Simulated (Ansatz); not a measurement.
**CsCl-type AgCl (model structure)**

Computed with LDA in Ansatz (plane waves, PAW).

Numerical settings: plane-wave cutoff 500 eV, 12×12×12 k mesh, Fermi–Dirac smearing 0.05 eV, no spin polarisation, scalar-relativistic PAW data made under PBE.

Cell (relaxed at this level):

```cif
data_AgCl
_chemical_formula_sum 'Ag1 Cl1'
_space_group_name_H-M_alt 'Pm-3m'
_space_group_IT_number 221
_space_group_name_Hall '-P 4 2 3'
_cell_length_a 3.27725
_cell_length_b 3.27725
_cell_length_c 3.27725
_cell_angle_alpha 90.000
_cell_angle_beta 90.000
_cell_angle_gamma 90.000
loop_
_atom_site_label
_atom_site_type_symbol
_atom_site_symmetry_multiplicity
_atom_site_Wyckoff_symbol
_atom_site_fract_x
_atom_site_fract_y
_atom_site_fract_z
_atom_site_occupancy
Ag1 Ag 1 a 0.00000 0.00000 0.00000 1
Cl1 Cl 1 b 0.50000 0.50000 0.50000 1
```

For CsCl-type AgCl (model structure), the band gap is 0.37 eV (on the SCF k mesh).

Note: the relaxation could raise the start's symmetry but not lower it, so the cell can be a saddle point.

Spin–orbit coupling is not included.

Computed values are for the static lattice.

Cost on a shared machine: roughly 17 core-seconds.

A model structure was made by putting elements into a prototype or built by hand; it is no filed structure, need not be a known phase, and can be a saddle point held by its symmetry.

Ansatz is a first-principles code.
